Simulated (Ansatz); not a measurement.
# Effect of biaxial strain +0.68 %, plane normal [001], relaxed out of plane on SiO2

Take SiO₂ (space group P3_121, No. 152; a = 4.920 Å, c = 5.416 Å) as the base. Axes: x lies along a and z along c of the hexagonal cell.

The change: tensile biaxial strain of 0.68 % in the plane normal to [001], as in epitaxy on a mismatched substrate; the out-of-plane cell vector and the atoms relax.

The values are results of Ansatz (a first-principles code) r2SCAN, without spin-orbit coupling, earlier PAW set, not measurements. Settings: 8×8×6 k-points, 0.05 eV Fermi–Dirac smearing.

```tsv
quantity	base	changed	shift
space group	P3_121 (No. 152)	P3_121 (No. 152)	–
shortest interatomic distance	1.612 Å	1.613 Å	+0.001 Å
pressure (mean of the normal stresses, compression positive)	0.00 GPa	-0.41 GPa	-0.41 GPa
band gap	6.60 eV	6.56 eV	-0.046 eV
gap character	indirect, K → Γ	indirect, K → Γ	–
smallest direct gap	6.91 eV	6.88 eV	-0.03 eV
width of the top valence band	0.58 eV	0.59 eV	+0.01 eV
electron mass	0.49 mₑ (at Γ)	0.50 mₑ (at Γ)	–
out-of-plane strain	–	-0.15 %	–
mean in-plane stress (compression positive)	–	-0.6 GPa	–
```

Final structure (turned so that z lies along the plane normal):

```yaml
crystal:
  lattice:
    - [4.95383, 0.00000, 0.00000]
    - [2.47691, 4.29014, 0.00000]
    - [0.00000, 0.00000, 5.40807]
  atoms:
    - { symbol: Si, position: [0.47094, 0.52906, 0.83333] }
    - { symbol: Si, position: [0.00000, 0.47094, 0.16667] }
    - { symbol: Si, position: [0.52906, 0.00000, 0.50000] }
    - { symbol: O, position: [0.41423, 0.85121, 0.71295] }
    - { symbol: O, position: [0.73457, 0.41423, 0.04628] }
    - { symbol: O, position: [0.85121, 0.73457, 0.37962] }
    - { symbol: O, position: [0.14879, 0.58577, 0.95372] }
    - { symbol: O, position: [0.26543, 0.14879, 0.28705] }
    - { symbol: O, position: [0.58577, 0.26543, 0.62038] }
```

Masses are band curvatures over ±0.01 Å⁻¹ around the edge. No phonon test of stability was made.
